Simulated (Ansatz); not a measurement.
Base system: TiB2 (space group P6/mmm, No. 191).

```
CELL_PARAMETERS angstrom
      3.01738     0.00000     0.00000
     -1.50869     2.61313     0.00000
      0.00000     0.00000     3.18507
ATOMIC_POSITIONS crystal
  Ti 0.00000 0.00000 0.00000
  B  0.33333 0.66667 0.50000
  B  0.66667 0.33333 0.50000
```

Cartesian axes are those of the cell as printed.

All numbers come from PBEsol/PAW in Ansatz (an electronic-structure program), spin-orbit coupling left out.

Strains are applied to the cell and any free atomic positions relax; under biaxial strain the out-of-plane vector relaxes too; under stress the whole cell relaxes.

One change was made to it. Results:

```csv
quantity,base,after
volume per atom,8.37 Å³,8.34 Å³
band gap,zero,zero
```

Q: Name the change that was made.
A. uniaxial stress, 2 GPa compression along z
B. biaxial strain −4.37 %, plane normal [001], relaxed out of plane
C. biaxial strain +2.84 %, plane normal [001], relaxed out of plane

A: A, uniaxial stress, 2 GPa compression along z. For comparison, the volume per atom in the other runs: biaxial strain −4.37 %, plane normal [001], relaxed out of plane gives 7.82 Å³; biaxial strain +2.84 %, plane normal [001], relaxed out of plane gives 8.74 Å³.

The mesh was chosen for an insulator and is coarse for the gapless case. Without a gap, meshes like the base's 13×13×10 leave anisotropic stresses uncertain by several tenths of a GPa, and small strain energies with them. Beyond what the load breaks, stability against distortions was not tested. The final runs are not spin-polarised.
